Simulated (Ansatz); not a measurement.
MgS: pressure 30 GPa

The parent structure is MgS in the rock salt structure (space group Fm-3m, No. 225; a = 5.1292 Å).

Now apply this change: cell and atoms relaxed at a pressure of 30 GPa.

Level of theory: LDA in Ansatz (plane waves to 420 eV, PAW, spin-orbit coupling left out). Γ-centred 11×11×11 mesh, Fermi–Dirac width 0.05 eV.

```tsv
quantity	base	changed	shift
volume per atom	16.87 Å³	13.44 Å³	-3.43 Å³
density	2.77 g/cm³	3.48 g/cm³	+0.71 g/cm³
lattice parameter a	5.129 Å	4.755 Å	-0.374 Å
shortest interatomic distance	2.565 Å	2.378 Å	-0.187 Å
band gap	2.65 eV	3.07 eV	+0.426 eV
gap character	indirect, Γ → X	indirect, Γ → X	–
smallest direct gap	3.83 eV	5.48 eV	+1.655 eV
width of the top valence band	2.54 eV	3.30 eV	+0.76 eV
electron mass	0.53 mₑ along k, 0.28 mₑ across (at X)	0.58 mₑ along k, 0.29 mₑ across (at X)	–
hole mass (degenerate bands, along [100])	0.25, 0.89, 0.89 mₑ (at Γ)	0.29, 0.69, 0.69 mₑ (at Γ)	–
```

Load acts through the strain it causes; cell and atoms are relaxed under it. Effective masses come from finite differences of ±0.01 Å⁻¹. Along k means along the line from Γ to the band edge. No phonon test of stability was made. Competing high-pressure phases were not computed.

Ansatz is a program for electronic structure.
